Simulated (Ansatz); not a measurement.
Bi2Se3, response to strain

The parent structure is Bi2Se3 in the Bi2Te3 type structure (space group R-3m, No. 166; a = 4.145 Å, c = 29.266 Å (hexagonal axes)). Axes: x lies along a and z along c of the hexagonal cell.

Strains are applied to the cell and any free atomic positions relax; under biaxial strain the out-of-plane vector relaxes too.

Calculations: r2SCAN+rVV10 (Ansatz, an electronic-structure program), no spin-orbit coupling.

Notes on the quantities. pressure: mean of the normal stresses, compression positive.

```tsv
case	hole mass	largest internal atomic displacement	electron mass	pressure
base	0.38 mₑ along c, 0.24 mₑ across (at Γ)	–	0.45 mₑ along c, 0.11 mₑ across (at Γ)	0.00 GPa
biaxial strain −1.95 %, plane normal [001], relaxed out of plane	0.31 mₑ out of plane, 0.28 mₑ in plane (at Γ)	–	0.44 mₑ out of plane, 0.11 mₑ in plane (at Γ)	1.22 GPa
isotropic strain +1.55 %	0.66 mₑ along c, 0.45 mₑ across (at Γ)	0.089 Å	0.79 mₑ along c, 0.11 mₑ across (at Γ)	-1.47 GPa
uniaxial strain ε_yy = +0.66 %	0.25 mₑ along x, 0.26 mₑ along y, 0.41 mₑ along z (at Γ)	0.012 Å	0.11 mₑ along x, 0.11 mₑ along y, 0.48 mₑ along z (at Γ)	-0.28 GPa
uniaxial strain ε_zz = −1.00 %	0.34 mₑ along z, 0.20 mₑ across (at Γ)	0.025 Å	0.39 mₑ along z, 0.11 mₑ across (at Γ)	0.28 GPa
uniaxial strain ε_zz = +2.75 %	0.48 mₑ (at Γ)	0.076 Å	0.67 mₑ along z, 0.11 mₑ across (at Γ)	-0.53 GPa
tensor shear ε_xz = −0.93 %	–	0.049 Å	–	0.04 GPa
```

Spin-orbit coupling, missing from the scalar runs, can matter with Bi. The levels and masses belong to the bands next to the band gap. Effective masses come from finite differences of ±0.01 Å⁻¹. Stability against distortions was not tested.
